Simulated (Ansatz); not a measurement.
**Effect of pressure 30 GPa on InP**

The reference is InP in the zinc blende structure (space group F-43m, No. 216; a = 5.907 Å).

Modification: a hydrostatic pressure of 30 GPa.

All numbers come from r2SCAN/PAW in Ansatz (an electronic-structure program), no spin-orbit coupling. Settings: 10×10×10 k-points, 0.05 eV Fermi–Dirac smearing.

| quantity | base | changed | shift |
|---|---|---|---|
| density | 4.70 g/cm³ | 6.04 g/cm³ | +1.34 g/cm³ |
| lattice parameter a | 5.907 Å | 5.432 Å | -0.475 Å |
| shortest interatomic distance | 2.558 Å | 2.352 Å | -0.206 Å |
| enthalpy H = E + PV relative to the base's energy | – | +4.18 eV/atom | – |
| band gap | 1.03 eV | 1.54 eV | +0.51 eV |
| gap character | direct at Γ | indirect, Γ → X | – |
| smallest direct gap | 1.03 eV | 2.41 eV | +1.38 eV |
| width of the top valence band | 2.90 eV | 4.20 eV | +1.30 eV |
| electron mass | 0.074 mₑ (at Γ) | 1.9 mₑ along k, 0.24 mₑ across (at X) | – |
| valley order (the lowest conduction-band minima on the path, energy above the VBM, named in the base's zone) | Γ 1.03 eV; L along ⟨111⟩ 1.80 eV; X along ⟨100⟩ 2.04 eV | X along ⟨100⟩ 1.54 eV; L along ⟨111⟩ 2.40 eV; Γ 2.41 eV | – |

Final structure:

```xyz
2
Lattice="0.0000 2.7161 2.7161 2.7161 0.0000 2.7161 2.7161 2.7161 0.0000" Properties=species:S:1:pos:R:3 pbc="T T T"
P      4.0742     4.0742     4.0742
In     0.0000     0.0000     0.0000
```

Load acts through the strain it causes; cell and atoms are relaxed under it. Effective masses come from finite differences of ±0.01 Å⁻¹. Along k means along the line from Γ to the band edge. No phonon test of stability was made. Measured, InP leaves this structure (for rock salt) near 9.8 GPa (temperature not stated; as listed in Datta, Sujoy, Jana, Debnarayan, arXiv (2020)).
